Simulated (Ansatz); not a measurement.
P: response to strain

Take P in the black-P type structure (space group Cmce, No. 64; layered, stacked along the Cartesian y axis) as the base.

```xyz
4
Lattice="1.6511 -5.3454 0.0000 1.6511 5.3454 0.0000 0.0000 0.0000 4.4666" Properties=species:S:1:pos:R:3 pbc="T T T"
P      1.6511     1.0594     2.6132
P      1.6511    -1.0594     1.8534
P      1.6511    -4.2861     4.0867
P      1.6511     4.2861     0.3799
```

Strains are applied to the cell and any free atomic positions relax.

Computed with r2SCAN+rVV10 (Ansatz, a program for electronic structure; PAW; 500 eV plane waves; spin-orbit coupling left out), earlier PAW set.

Notes on the quantities. energy relative to the base: free energy F.

```csv
isotropic strain (%),energy relative to the base (meV/atom)
-1.65,7.0
-0.32,0.3
0,0.0
1.01,?
1.08,2.8
```

### Question
Fit ΔE = Aε² + Bε³ (ε in %) to the rows shown and predict the withheld row.

### Answer
Least squares on the printed values gives A = 2.47 and B = -0.062 meV/atom (largest residual 0.0 meV/atom); this predicts 2.5 meV/atom, and the run gives 2.4 meV/atom, in agreement.

The mesh was chosen for an insulator and is coarse for the gapless case. No phonon test of stability was made.
